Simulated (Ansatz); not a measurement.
The parent structure is HfO$_{2}$ in the CdI2 type structure (space group P-3m1, No. 164; a = 3.227 Å, c = 4.556 Å; a hypothetical phase, not in the database extracts checked; layered, stacked along the Cartesian z axis). Axes: x lies along a and z along c of the hexagonal cell.

Computed with Kohn–Sham DFT with the r2SCAN+rVV10 functional, run in Ansatz (a first-principles code) with PAW and 500 eV plane waves, without spin-orbit coupling.

Before the change:

| Item | Value |
|---|---|
| Electron mass | 0.91 mₑ along c, 1.2 mₑ across (at K) |
| Width of the top valence band | 1.05 eV |
| Pressure | 0.00 GPa |

Perturbation: biaxial strain +0.70 %, plane normal [001], relaxed out of plane (Cartesian); in-plane vectors clamped, the third vector and the atoms free.

Question: Predict the new electron mass.

Answer: The electron mass changes from 0.91 mₑ along c, 1.2 mₑ across (at K) to 0.88 mₑ out of plane, 1.1 mₑ in plane (at K).

Question: Estimate the effect on the width of the top valence band.

Answer: The width of the top valence band stays 1.05 eV.

Question: What does the calculation give for the pressure after the change?

Answer: The pressure (mean of the normal stresses, compression positive) goes from zero to -2.16 GPa.

Spin-orbit coupling, missing from the scalar runs, can matter with Hf. The levels and masses belong to the bands next to the band gap. Effective masses come from finite differences of ±0.01 Å⁻¹. Stability against distortions was not tested.
